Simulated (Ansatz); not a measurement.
Carrier properties of monolayer GeS

Data:

```yaml
crystal:
  lattice:
    - [3.63854, 0.00000, 0.00000]
    - [0.00000, 4.52713, 0.00000]
    - [0.00000, 0.00000, 18.67823]
  atoms:
    - { symbol: Ge, position: [0.75000, 0.86851, 0.56881] }
    - { symbol: Ge, position: [0.25000, 0.36851, 0.43119] }
    - { symbol: S, position: [0.25000, 0.50609, 0.55663] }
    - { symbol: S, position: [0.75000, 0.00609, 0.44337] }
```

Method: HSE06, rigid bands (plane waves, PAW, scalar-relativistic; Ansatz, a first-principles code). Geometry: cell and atoms relaxed with PBE.

```
Item                                                           Result
----------------------------------------------  ---------------------
band gap                                                      2.48 eV
electron conductivity mass (300 K, dilute)      0.55 (x), 0.24 (y) mₑ
effective density of states N_c (300 K)                   7.6e12 cm⁻²
Seebeck coefficient, n-type 1.9e12 cm⁻², 300 K              -294 μV/K
```

Rigid bands; masses and Seebeck coefficients take one relaxation time τ for all states and one kind of carrier; polarons and phonon drag are left out. Spin-orbit coupling is left out. Geometry: cell and atoms relaxed with PBE.
